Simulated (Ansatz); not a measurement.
SiC (model structure, started from the BN type, Pm-3n, No. 223, 12 atoms in the cell), treated with PBEsol (Ansatz, a first-principles code, plane waves, PAW).

Numerical settings: plane-wave cutoff 520 eV, 6×6×6 k mesh, Fermi–Dirac smearing 0.01 eV, scalar-relativistic PAW data made under PBE.

Cell (relaxed at this level):

```
CSi
1.0
    5.33128     0.00000     0.00000
    0.00000     5.33128     0.00000
    0.00000     0.00000     5.33128
Si C
6 6
Direct
  0.25000   0.00000   0.50000
  0.50000   0.25000   0.00000
  0.50000   0.75000   0.00000
  0.75000   0.00000   0.50000
  0.00000   0.50000   0.75000
  0.00000   0.50000   0.25000
  0.25000   0.50000   0.00000
  0.00000   0.25000   0.50000
  0.00000   0.75000   0.50000
  0.75000   0.50000   0.00000
  0.50000   0.00000   0.75000
  0.50000   0.00000   0.25000
```

**Question.** Give the computed band gap, smallest direct gap on the k points sampled and direct gap at Γ.

**Answer.** 
band gap: 1.76 eV (indirect)
smallest direct gap on the k points sampled: 1.94 eV
direct gap at Γ: 2.76 eV

Note: the relaxation could raise the start's symmetry but not lower it, so the cell can be a saddle point.

Static lattice: no zero-point or thermal effects.

A model structure was made by putting elements into a prototype or built by hand; it is no filed structure, need not be a known phase, and can be a saddle point held by its symmetry.
